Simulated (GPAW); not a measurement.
Worked example: self-consistent single point of Ge₃Pt (P6_3/mmc, 8 atoms in the cell) in GPAW.

Method: PW91, GPAW PAW datasets PW91 (made by gpaw-setup) (plane waves; GPAW 25.7.0).

```
CELL_PARAMETERS angstrom
      6.78828     0.00000     0.00000
     -3.39414     5.87882     0.00000
      0.00000     0.00000     3.88283
ATOMIC_POSITIONS crystal
  Ge 0.36552 0.18276 0.75000
  Ge 0.63448 0.81724 0.25000
  Ge 0.18276 0.36552 0.25000
  Ge 0.81724 0.63448 0.75000
  Ge 0.81724 0.18276 0.75000
  Ge 0.18276 0.81724 0.25000
  Pt 0.66667 0.33333 0.25000
  Pt 0.33333 0.66667 0.75000
```

Reference input (self-consistent single point, DFT PBEsol, plane waves, GPAW PAW datasets PBEsol (made by gpaw-setup)): mode = pw; ecut = 550 eV; xc = PBEsol; kpts = 6 6 9; mesh shift (steps) = 0 0 0; occupations.name = methfessel-paxton; occupations.width = 0.1 eV; occupations.order = 1; nbands = -16; convergence.density = 1e-05 e/electron; convergence.energy = 1e-05 eV/electron; symmetry.symmorphic = false. This run's input differs from it in these lines:

```diff
@@ -19,3 +19,3 @@
 calc = GPAW(mode={'name': 'pw', 'ecut': 550},
-            xc='PBEsol',
+            xc='PW91',
             kpts={'size': (6, 6, 9), 'gamma': True},
```

Its files differ too (potentials: GPAW PAW datasets PW91 (made by gpaw-setup)).

Output (repeated stretches shortened):

```
     iter     time        total  log10-change:
                         energy   eigst   dens
iter:   1 --:--:--   -40.815660
iter:   2 --:--:--   -40.590840   -1.74  -1.30
iter:   3 --:--:--   -40.168442   -2.09  -1.33
iter:   4 --:--:--   -40.009634   -2.67  -1.42
iter:   5 --:--:--   -39.977788   -2.38  -1.59
iter:   6 --:--:--   -39.917081   -2.91  -2.03
iter:   7 --:--:--   -39.917985   -4.60  -2.60
iter:   8 --:--:--   -39.915773   -4.80  -2.59
iter:   9 --:--:--   -39.914594   -3.57  -2.67
iter:  10 --:--:--   -39.914437   -5.05  -3.14
iter:  11 --:--:--   -39.914435c  -5.90  -3.18
iter:  12 --:--:--   -39.914443c  -6.70  -3.18
iter:  13 --:--:--   -39.914174c  -5.23  -3.18
iter:  14 --:--:--   -39.914076c  -5.55  -3.44
iter:  15 --:--:--   -39.914044c  -5.99  -3.77
iter:  16 --:--:--   -39.914044c  -7.49c -3.88
iter:  17 --:--:--   -39.914036c  -6.59  -3.98
iter:  18 --:--:--   -39.914036c  -7.62c -4.29
iter:  19 --:--:--   -39.914036c  -7.51c -4.34
iter:  20 --:--:--   -39.914035c  -8.84c -4.75
iter:  21 --:--:--   -39.914035c  -8.17c -4.83
iter:  22 --:--:--   -39.914035c  -8.47c -4.92
iter:  23 --:--:--   -39.914035c  -9.26c -5.00
iter:  24 --:--:--   -39.914036c  -9.21c -5.05c
Converged after 24 iterations.

Dipole moment: (-0.000000, 0.000000, 0.000000) |e|*Ang

Energy contributions relative to reference atoms: (reference = -1343468.868393)

Kinetic:        +23.735689
Potential:      -26.007042
External:        +0.000000
XC:             -36.565982
Entropy (-ST):   +0.002046
Local:           -1.078064
SIC:             +0.000000
--------------------------
Free energy:    -39.913353
Extrapolated:   -39.914036

Showing only first 2 kpts
 Kpt  Band  Eigenvalues  Occupancy
  0    26      8.03056   -0.00253
  0    27      8.03057   -0.00253
  0    28      8.50023   -0.00000
  0    29      8.50026   -0.00000

  1    26      7.68776    2.03780
  1    27      8.33323   -0.00000
  1    28      8.33325   -0.00000
  1    29      8.62054   -0.00000

Fermi level: 7.78259

No gap
   [... lines left out ...]
  2 Ge    0.00000   -0.07028   -0.00000
  3 Ge    0.00000    0.07028    0.00000
  4 Ge    0.06087   -0.03514    0.00000
  5 Ge   -0.06087    0.03514   -0.00000
  6 Pt   -0.00000    0.00000   -0.00000
  7 Pt   -0.00000    0.00000    0.00000

Stress tensor:
     0.004457     0.000000     0.000000
     0.000000     0.004457    -0.000000
     0.000000    -0.000000     0.009555
Stress (GPa, Voigt): [ 0.7141  0.7141  1.5309 -0.      0.      0.    ]
```

The run converged in 24 iterations. GPAW prints stress with tension positive. Against the reference run the pressure goes from -5.04 to -0.99 GPa and the largest force stays at 0.070 eV/Å.

The starting cell comes from a database of computed structures (which also holds hypothetical and non-ambient phases and stackings), without a prior relaxation at this level. Spin polarisation is off.

Cost on one core of a shared machine: roughly 6 min.
